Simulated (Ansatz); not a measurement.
The reference is Ag in the hcp (Mg type) structure (space group P6_3/mmc, No. 194; a = 2.860 Å, c = 4.712 Å; relaxed with 0.1 eV smearing).

Computed with PBEsol (Ansatz, a quantum-chemistry and plane-wave program), no spin-orbit coupling, earlier PAW set.

Base values:

```
Quantity    Value
--------  -------
Pressure  0.0 GPa
Band gap     zero
```

It is then changed as follows: an isotropic linear strain of −5.71 %, atoms relaxed at fixed cell.

**Question.** How does this affect the energy relative to the base?

**Answer.** The energy rises by 0.238 eV/atom.

**Question.** Predict the new pressure.

**Answer.** The pressure (mean of the normal stresses, compression positive) goes from zero to 34.2 GPa.

**Question.** What does the calculation give for the band gap after the change?

**Answer.** The band gap stays zero.

Stability against distortions was not tested. This is not the structure that Ag has at room temperature and ambient pressure.
